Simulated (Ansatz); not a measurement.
Worked example: zone-centre phonon calculation of ScPt₃ (Pm-3m, 4 atoms in the cell) in Ansatz (a quantum-chemistry and plane-wave program).

Level of theory: LDA (PW92), default PAW files made with PBE (plane waves; Ansatz).

```
ScPt3
1.0
    3.96432     0.00000     0.00000
    0.00000     3.96432     0.00000
    0.00000     0.00000     3.96432
Sc Pt
1 3
Direct
  0.00000   0.00000   0.00000
  0.50000   0.50000   0.00000
  0.00000   0.50000   0.50000
  0.50000   0.00000   0.50000
```

Reference input (self-consistent single point, DFT, LDA (PW92), plane waves, default PAW files made with PBE): basis.ecutwfc = 30.9 Ry; kpoints.mp_grid.grid = 8 8 8; hamiltonian.xc = lda; hamiltonian.pseudopotentials = {kind: paw} (the program's default PAW files); scf.occupations.method = fermi_dirac; scf.occupations.width = 0.0073 Ry. This run's input differs from it in these lines:

Ansatz 0.2 input:
```diff
@@ -18,7 +18,5 @@
 scf:
-  occupations: { method: fermi_dirac, width: 0.0073 Ry }
-output:
-  forces: true
-  eigenvalues: true
-  stress: true
+  occupations: { method: fermi_dirac, width: 0.0037 Ry }
+phonons:
+  method: dfpt
```

The program printed (abridged):

```
SCF iter   1: F=—  HF=-38828.341115 eV  |F-HF|=—  |Δ(HF+E_count)|=         —  Δρ=9.41e-3  dr2=7.04e-2  ethr=1.77e-3  ⟨swp⟩=5.4  Hψ=15491  notcnv=0
all-band conjugate gradients solve this SCF's bands
preconditioner: auto → Kerker (q_TF=auto, 2.748 Å⁻¹)
SCF iter   2: F=—  HF=-38828.334035 eV  |F-HF|=—  |Δ(HF+E_count)|=   7.08e-3  Δρ=4.70e-3  dr2=1.94e-2  ethr=1.08e-4  ⟨swp⟩=2.0  Hψ=6425  notcnv=0  defer=115
   [... lines left out ...]
SCF iter   6: F=—  HF=-38828.330952 eV  |F-HF|=—  |Δ(HF+E_count)|=   2.14e-6  Δρ=9.32e-6  dr2=7.05e-8  ethr=1.07e-9  ⟨swp⟩=2.1  Hψ=6747  notcnv=0  defer=115
SCF iter   7: F=—  HF=-38828.330952 eV  |F-HF|=—  |Δ(HF+E_count)|=   1.54e-8  Δρ=2.69e-6  dr2=4.87e-9  ethr=1.08e-10  ⟨swp⟩=2.0  Hψ=6602  notcnv=0  defer=115
SCF iter   8: F=—  HF=-38828.330952 eV  |F-HF|=—  |Δ(HF+E_count)|=   1.31e-9  Δρ=5.86e-7  dr2=2.57e-10  ethr=7.50e-12  ⟨swp⟩=2.0  Hψ=6717  notcnv=0  defer=115
SCF iter   9: F=-38828.330952 eV  HF=-38828.330952 eV  |F-HF|=7.28e-12  |Δ(HF+E_count)|=  5.82e-11  Δρ=1.12e-7  dr2=7.00e-12  ethr=1.00e-12  ⟨swp⟩=7.2  Hψ=22210  notcnv=0
SCF 1 converged in 9 iterations: F = -38828.330952 eV  dr2 = 7.00e-12
DFPT response loops at Γ: preconditioner auto → Kerker (q_TF=auto, 2.748 Å⁻¹) (partly filled bands, converged f_vac=0.000) …
Free energy (F): -38828.330952 eV
Internal energy: -38828.300901 eV  (E = F + TS)
E sigma→0 (E₀):  -38828.315927 eV
Entropy (-TS):   -0.030051 eV (-7.513 meV/atom)
Fermi energy:    20.294912 eV
--- Phonons (Γ-DFPT): 3 representative perturbations + reference, on 125 of 512 k-points (Σ response iterations 9) ---
  k mesh reduced under 8 symmetry operations, with k and −k counted as one. Each operation leaves every solved displacement unchanged or reverses it
  ASR residual: 1.188e-4 → 0.000e0 eV/Å²; symmetrization residual: 5.876e-6 eV/Å²
  ASR residual per site (eV/Å²): 4.72e-5 1.19e-4 1.19e-4 1.19e-4
  Γ frequencies (cm⁻¹): 0.00 0.00 0.00 116.56 116.56 116.56 154.91 154.91 154.91 219.11 219.11 219.11
  non-analytic LO–TO correction: not included (Born effective charges unavailable; polar crystals: no LO–TO splitting at Γ)
```

The run converged in 9 iterations. 

Summary of the result:
```
Quantity                                                                                                 Value
--------------------------------------------------------  ----------------------------------------------------
Free energy E − TS (on the zero of these files)                                                 -38828.3310 eV
Fermi level (on the code's own zero)                                                                  20.29 eV
Zone-centre frequencies (cm⁻¹; negative means imaginary)  0, 0, 0, 117, 117, 117, 155, 155, 155, 219, 219, 219
```

The starting cell comes from a database of computed structures (which also holds hypothetical and non-ambient phases and stackings), without a prior relaxation at this level. Its lattice was rescaled by up to half a per cent. Spin polarisation is off.

Cost on one core of a shared machine: roughly 2 min.
